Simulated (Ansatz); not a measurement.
We consider C (model structure, P4₁2₁2, No. 92, 12 atoms in the cell), described by LDA (plane waves, PAW; Ansatz, a quantum-chemistry and plane-wave program).

Numerical settings: plane-wave cutoff 520 eV, 14×14×14 k mesh, Fermi–Dirac smearing 0.05 eV, scalar-relativistic PAW data made under PBE.

Computed at the level's own relaxed cell.

```
C
1.0
    3.76056     0.00000     0.00000
    0.00000     3.76056     0.00000
    0.00000     0.00000     4.62096
C
12
Direct
  0.92428   0.07572   0.75000
  0.42428   0.42428   0.00000
  0.07572   0.92428   0.25000
  0.57572   0.57572   0.50000
  0.62061   0.16654   0.53272
  0.33346   0.12061   0.78272
  0.37939   0.83346   0.03272
  0.66654   0.87939   0.28272
  0.12061   0.33346   0.21728
  0.83346   0.37939   0.96728
  0.87939   0.66654   0.71728
  0.16654   0.62061   0.46728
```

Task: List the 34 lowest band energies at Γ above −25 eV (eV, relative to the valence band maximum), grouping those that round alike.

Result: At Γ: -20.88, -15.89 (×2), -12.95, -12.48, -12.07 (×2), -8.36 (×2), -8.35, -7.99, -7.12, -7.09, -6.38 (×2), -4.81, -4.22 (×2), -3.98, -3.54, -1.96, -1.74 (×2), -0.52, 5.06, 6.49 (×2), 7.26, 7.62, 9.48 (×3), 10.56 (×2).

Note: the relaxation could raise the start's symmetry but not lower it, so the cell can be a saddle point.

A model structure was made by putting elements into a prototype or built by hand; it is no filed structure, need not be a known phase, and can be a saddle point held by its symmetry.
